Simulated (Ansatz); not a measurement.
1T (CdI2-type) FeI2, treated with rVV10 (PAW; Ansatz, a quantum-chemistry and plane-wave program).

Settings: plane-wave cutoff 520 eV, 18×18×8 k mesh (along the axes of the cell as run), Fermi–Dirac smearing 0.05 eV, spin-polarised with parallel moments, scalar-relativistic PAW data made under PBE.

Properties against volume:

Shape and atoms are relaxed at each volume.

```
V (Å³/atom)  P (GPa)  c (Å)  a (Å)
-----------  -------  -----  -----
30.254          1.06  6.551  4.000
30.884          0.48  6.618  4.021
31.515          0.00  6.690  4.040
32.145         -0.41  6.766  4.057
32.775         -0.72  6.851  4.071
```

Note: the magnetic order was assumed, not searched for or taken from measurement; the bulk modulus comes from volumes at which shape and atoms were relaxed; functionals without U or exact exchange can leave correlated insulators metallic, so the missing gap need not be real.
